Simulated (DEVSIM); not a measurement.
Device: abrupt Si n-p junction, at 300 K.

| layer (left to right) | material | thickness (μm) | Nd (cm⁻³) | Na (cm⁻³) | τn (s) | τp (s) |
|---|---|---|---|---|---|---|
| 1 | Si | 0.720 | 4.3e17 | - | 1.5e-5 | 1.5e-5 |
| 2 | Si | 2.70 | - | 5.5e16 | 1.5e-5 | 1.5e-5 |

Left contact: ohmic. Right contact: ohmic. Voltage is applied to the left contact. Recombination: SRH at mid-gap, radiative. Gap narrowing is on: ΔEg = 6.92 meV × (l + √(l² + 0.5)), l = ln(N/1.3e17 cm⁻³), shared equally by both band edges. Mobility is μmin + (μ − μmin)/(1 + (N/Nref)^α).

The device is made up for the run: typed textbook-type constants, with dimensions and the other settings drawn at random. Values at 300 K.

```
parameter           Si
-------------  -------
gap (eV)         1.124
affinity (eV)     4.05
permittivity      11.7
Nc (cm⁻³)      2.86e19
Nv (cm⁻³)       3.1e19
μn (cm²/Vs)       1417
μp (cm²/Vs)        470
μn,min              52
μp,min              45
Nref,n          9.7e16
Nref,p          2.2e17
αn                0.68
αp                0.72
B (cm³/s)      4.7e-15
```

DEVSIM, 1D drift-diffusion, Boltzmann statistics, complete ionisation; no tunnelling, impact ionisation, image-force lowering or self-heating.

### Question
Tabulate band edges, carrier densities and field at zero bias.

### Answer
Energies count from the Fermi level of the right contact; mesh points crowd at the junctions.

```csv
x (μm),Ec (eV),Ev (eV),n (cm⁻³),p (cm⁻³),field (V/cm)
0.000,0.109,-0.998,4.3e17,540,≈ 0
0.01984,0.109,-0.998,4.3e17,540,≈ 0
0.05495,0.109,-0.998,4.3e17,540,≈ 0
0.1171,0.109,-0.998,4.3e17,540,≈ 0
0.2799,0.109,-0.998,4.3e17,540,≈ 0
0.4612,0.109,-0.998,4.3e17,540,≈ 0
0.5850,0.109,-0.998,4.3e17,540,≈ 0
0.6706,0.109,-0.998,4.3e17,540,150
0.7033,0.123,-0.983,2.4e17,960,22000
0.7210,0.243,-0.879,2.3e15,53000,110000
0.7420,0.452,-0.670,7.3e11,1.7e8,90000
0.8033,0.847,-0.276,170000,7.3e14,38000
0.8921,0.957,-0.165,2400,5.2e16,810
1.054,0.958,-0.164,2300,5.5e16,≈ 0
1.495,0.958,-0.164,2300,5.5e16,≈ 0
2.124,0.958,-0.164,2300,5.5e16,≈ 0
2.721,0.958,-0.164,2300,5.5e16,≈ 0
3.048,0.958,-0.164,2300,5.5e16,≈ 0
3.267,0.958,-0.164,2300,5.5e16,≈ 0
3.347,0.958,-0.164,2300,5.5e16,≈ 0
3.391,0.958,-0.164,2300,5.5e16,≈ 0
3.420,0.958,-0.164,2300,5.5e16,≈ 0
```
